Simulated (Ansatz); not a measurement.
O interstitial started as a split pair with O in beta Ga2O3 (start: split with O(2); 160-site cell, Γ-point sampling). These are PBE, PAW (plane waves to 420 eV; Ansatz, a quantum-chemistry and plane-wave program) values and carry that method's errors. Total energies of the localised charge states, counted from that of charge +1, and their image corrections (point charge with alignment); the host's valence-band maximum lies at 7.571 eV on the cells' energy zero and its gap is 2.00 eV.

| charge | moment (μB) | E − E(first) (eV) | correction (eV) |
|---|---|---|---|
| +1 | 1.0 | 0.000 | 0.182 |
| 0 | 0.0 | 8.084 | 0.000 |

**Question.** Derive the transition levels above the valence-band maximum and say which of them are thermodynamic.

**Answer.** A level is the Fermi energy at which two charges have equal formation energy: ε(q/q′) = [E(q′) + corr(q′) − E(q) − corr(q)] / (q − q′) − E_VBM.
ε(+1/0) = [(8.084 + 0.000) − (0.000 + 0.182)] / 1 − 7.571 = 0.33 eV
Thermodynamic levels at least 0.1 eV inside the gap: (+1/0) at 0.33 eV. Zone-centre sampling of this cell can put them off by half an eV. Charges with a result: +1, 0, −1, −2. Others weren't obtained, and one of them could lie lower, also by skipping a charge. At charge −1 the carrier sat in host band states, shallow at most. At charge −2 the carrier sat in host band states, shallow at most. The geometries come from one start. Flagged in the runs: a doubtful potential alignment, a host whose relaxation on this sampling wasn't shown to rest, a strain field that reaches the edge of the cell, zone-centre sampling.
